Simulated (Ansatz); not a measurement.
Base system: CdS in the zinc blende structure (space group F-43m, No. 216; a = 5.7566 Å). Axes: x, y, z lie along the cube axes.

All numbers come from Kohn–Sham DFT with the LDA functional, run in Ansatz (a first-principles code) with PAW and 420 eV plane waves, without spin-orbit coupling.

Strains are applied to the cell and any free atomic positions relax.

One change was made to it. Results:

```json
[
 {"quantity": "gap character", "base": "direct at Γ", "after": "direct at Γ"},
 {"quantity": "energy relative to the base (free energy F)", "base": "0 meV/atom", "after": "+1.4 meV/atom"},
 {"quantity": "valence-band top at Γ (three highest levels, from the VBM)", "base": "0.00, 0.00, 0.00 eV", "after": "0.00, -0.05, -0.05 eV"}
]
```

Name the change that was made.
A. uniaxial strain ε_zz = −1.50 %
B. uniaxial strain ε_zz = −3.00 %
C. uniaxial strain ε_zz = −0.50 %
D. uniaxial strain ε_zz = +2.50 %
E. uniaxial strain ε_zz = +0.50 %

A, uniaxial strain ε_zz = −1.50 %. For comparison, the energy relative to the base in the other runs: uniaxial strain ε_zz = +2.50 % gives +3.7 meV/atom; uniaxial strain ε_zz = +0.50 % gives +0.2 meV/atom; uniaxial strain ε_zz = −3.00 % gives +5.6 meV/atom; uniaxial strain ε_zz = −0.50 % gives +0.2 meV/atom.

Stability against distortions was not tested. Labels are those of the standard path for the cell's own space group.
